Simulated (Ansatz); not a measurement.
The starting structures come from a database of crystals and need not be the phases stable at ambient conditions.

By PBEsol, the system below comes out a metal.

A figure of merit of an interconnect metal is its ballistic conductance per area.

Given:

```
CELL_PARAMETERS angstrom
      2.90222     0.00000     0.00000
     -1.45111     2.51340     0.00000
      1.45111     0.83780     2.29856
ATOMIC_POSITIONS crystal
  Ag 0.00000 0.00000 0.00000
```

The cell is strained (lengths along the current scaled by 0.97, ions clamped); by PBEsol it stands under a pressure of -0.7 GPa.

The current flows along the normal of the first two printed cell vectors, the (111) (indices of the unstrained crystal) plane of the conventional cell. No spin-orbit coupling; the value is a mean over 0.1 eV about the Fermi level.

**Question.** Estimate the ballistic conductance per area that PBEsol (Ansatz, a first-principles code) returns for this system.

**Answer.** 0.90 × 10¹⁵ S/m² for both spins.
